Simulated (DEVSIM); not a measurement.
Structure: abrupt Si p-n junction, at 300 K.

Layer 1 from the left is Si, thickness (μm) 3.70, Na (cm⁻³) 1.3e18, τn (s) 1.6e-5, τp (s) 1.6e-5. Layer 2 from the left is Si, thickness (μm) 690, Nd (cm⁻³) 8e17, τn (s) 1.6e-5, τp (s) 1.6e-5.

Left contact: ohmic. Right contact: ohmic. Voltage is applied to the left contact. Recombination: SRH at mid-gap, radiative, Auger. Mobility is μmin + (μ − μmin)/(1 + (N/Nref)^α).

Constants are typed, rounded textbook-type inputs, not results; the design itself was drawn at random and stands for no fabricated device. Values at 300 K.

Si: gap (eV) 1.124, affinity (eV) 4.05, permittivity 11.7, Nc (cm⁻³) 2.86e19, Nv (cm⁻³) 3.1e19, μn (cm²/Vs) 1417, μp (cm²/Vs) 470, μn,min 52, μp,min 45, Nref,n 9.7e16, Nref,p 2.2e17, αn 0.68, αp 0.72, B (cm³/s) 4.7e-15, Cn (cm⁶/s) 2.8e-31, Cp (cm⁶/s) 9.9e-32.

DEVSIM, 1D drift-diffusion, Boltzmann statistics, complete ionisation; no tunnelling, impact ionisation, image-force lowering or self-heating.

Question: What does the simulation give for the dark forward voltage at 100 A/cm², the largest field in the device at zero bias?

Answer: dark forward voltage at 100 A/cm² 1.037 V; largest field in the device at zero bias 370000 V/cm.
